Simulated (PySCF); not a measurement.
PySCF 2.14.0, BP86/def2-svp, df: Mo(S)2(SH)2 ([S]=[Mo](=[S])([SH])[SH]), 7 atoms. The geometry is a generated start, not checked to be a minimum at this level.

```yaml
task: energy
method: bp86
basis: def2-svp
two_electron_scheme: density fitting
mol.max_memory: 3000 MB
mf.max_cycle: 100
mf.init_guess: minao (default)
mf.DIIS: CDIIS (default)
mf.diis_space: 8 (default)
mf.conv_tol: 1e-09 (default)
mf.grids.level: 3 (default)
effective_core_potentials: those of the basis set, past Kr
basis_functions: 113
grid_points: 117576
```

```xyz
7

Mo     0.2696    -0.1431     0.2689
S      1.9011    -1.4358    -0.2492
S      0.2089     0.3749     2.3502
S      0.5071     1.8180    -0.9518
H      0.0956     2.6875    -0.0261
S     -1.7249    -1.2119    -0.2470
H     -1.2574    -2.0896    -1.1449
```

Charge 0 and multiplicity 1 are set for this test and not shown to be the ground state.

One run each on 2 threads, 1 BLAS thread. Values of level_shift (Hartree) tried: 0 (default), 0.1, 0.3, 1.

**Question.** Which value of level_shift (Hartree) needs the fewest Fock builds, and what happens away from it?

**Answer.** Fewest Fock builds: 0.1 with 16. The count rises to 60 at 1. All converge to one solution.

| level_shift (Hartree) | Fock builds | end |
|---|---|---|
| 0 (default) | 18 | same solution |
| 0.1 | 16 | same solution |
| 0.3 | 21 | same solution |
| 1 | 60 | same solution |
